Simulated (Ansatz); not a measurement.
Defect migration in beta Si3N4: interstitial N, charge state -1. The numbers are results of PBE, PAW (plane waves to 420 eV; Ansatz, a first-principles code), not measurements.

Cell of 84 host sites held at the relaxed PBE lattice; the Γ point alone; Fermi-Dirac width 0.01 eV, spin-restricted; finite-size errors left in. Energies are static. The charge state is imposed; whether it is stable for some Fermi level was not computed. Sites that were not tried may lie lower.

Barriers: single points on a 2×2×2 k-point mesh shifted by half a step along c at the bands' geometries.

The step: a direct jump of one N atom (a rearrangement that moves the defect's centre by under 1 Å). Atoms about the jump, Cartesian Å from the middle of the jump, before and after:

| atom | x0 | y0 | z0 | x1 | y1 | z1 |
|---|---|---|---|---|---|---|
| N1 | 0.45 | 0.15 | 0.13 | -0.45 | -0.15 | -0.13 |
| Si2 | -1.22 | 1.09 | 0.67 | -1.31 | 1.12 | 0.72 |
| Si3 | 1.31 | -1.12 | -0.72 | 1.22 | -1.09 | -0.67 |
| N4 | 1.75 | -0.24 | 0.96 | 1.67 | -0.20 | 0.83 |
| N5 | -1.67 | 0.20 | -0.83 | -1.75 | 0.24 | -0.96 |
| Si6 | -1.62 | -1.54 | -0.77 | -1.54 | -1.55 | -0.70 |
| Si7 | 1.54 | 1.55 | 0.70 | 1.62 | 1.54 | 0.77 |
| N8 | -0.01 | 2.36 | 0.82 | 0.02 | 2.25 | 0.76 |
| N9 | -0.02 | -2.25 | -0.76 | 0.01 | -2.36 | -0.82 |
| N10 | -1.41 | 0.20 | 2.20 | -1.47 | 0.23 | 2.24 |
| N11 | 1.47 | -0.23 | -2.24 | 1.41 | -0.20 | -2.20 |
| Si12 | -1.46 | 1.16 | -2.24 | -1.43 | 1.22 | -2.33 |
| Si13 | 1.43 | -1.22 | 2.33 | 1.46 | -1.16 | 2.24 |
| Si14 | -1.58 | -1.53 | 2.17 | -1.58 | -1.50 | 2.17 |
| Si15 | 1.58 | 1.50 | -2.17 | 1.58 | 1.53 | -2.17 |
| N16 | -0.03 | 2.19 | -2.15 | -0.02 | 2.23 | -2.18 |
| N17 | 0.02 | -2.23 | 2.18 | 0.03 | -2.19 | 2.15 |

Where do these atoms stand at the saddle point, and how high is it?


```tsv
atom	x	y	z
N1	0.00	0.00	-0.01
Si2	-1.25	1.09	0.67
Si3	1.25	-1.10	-0.69
N4	1.69	-0.20	0.88
N5	-1.69	0.19	-0.90
Si6	-1.58	-1.57	-0.77
Si7	1.58	1.56	0.76
N8	0.01	2.32	0.81
N9	-0.01	-2.32	-0.82
N10	-1.46	0.22	2.21
N11	1.45	-0.22	-2.22
Si12	-1.44	1.17	-2.29
Si13	1.44	-1.18	2.27
Si14	-1.57	-1.52	2.15
Si15	1.57	1.51	-2.17
N16	-0.04	2.20	-2.16
N17	0.04	-2.21	2.15
```
It lies 0.34 eV above the start and 0.34 eV above the end. The saddle point's order was not checked, and it lies on a symmetry element of the cell, where a band can be held.
